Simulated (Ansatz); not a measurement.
## HfSiO4: biaxial strain −2.52 %, plane normal [001], relaxed out of plane

Take HfSiO₄ (space group I4_1/amd, No. 141; a = 6.5821 Å, c = 5.9661 Å) as the base. Axes: x, y, z lie along a, b, c of the conventional cell.

One thing is altered: biaxial strain −2.52 %, plane normal [001], relaxed out of plane (Cartesian); in-plane vectors clamped, the third vector and the atoms free.

Level of theory: DFT with PBEsol, PAW potentials and a 420 eV plane-wave cutoff in Ansatz (a program for electronic structure), no spin-orbit coupling. k-mesh 6×6×6 (Γ-centred); smearing 0.05 eV (Fermi–Dirac).

```tsv
quantity	base	changed	shift
volume per atom	10.77 Å³	10.42 Å³	-0.35 Å³
space group	I4_1/amd (No. 141)	I4_1/amd (No. 141)	–
shortest interatomic distance	1.630 Å	1.621 Å	-0.009 Å
energy relative to the base (free energy F)	0 meV/atom	+19 meV/atom	+19 meV/atom
pressure (mean of the normal stresses, compression positive)	0.0 kbar	76.0 kbar	+76.0 kbar
band gap (an upper bound: an edge found on the path is not a true extremum; the base alone)	5.38 eV	5.50 eV	+0.12 eV
out-of-plane strain	–	+1.77 %	–
ratio −ε⊥/ε∥	–	0.70	–
mean in-plane stress (compression positive)	–	+11.4 GPa	–
```

With Hf present, leaving out spin-orbit coupling can change the band edges. Semilocal Kohn–Sham gaps tend to fall short of experiment. Whether these cells are dynamically stable was not tested.
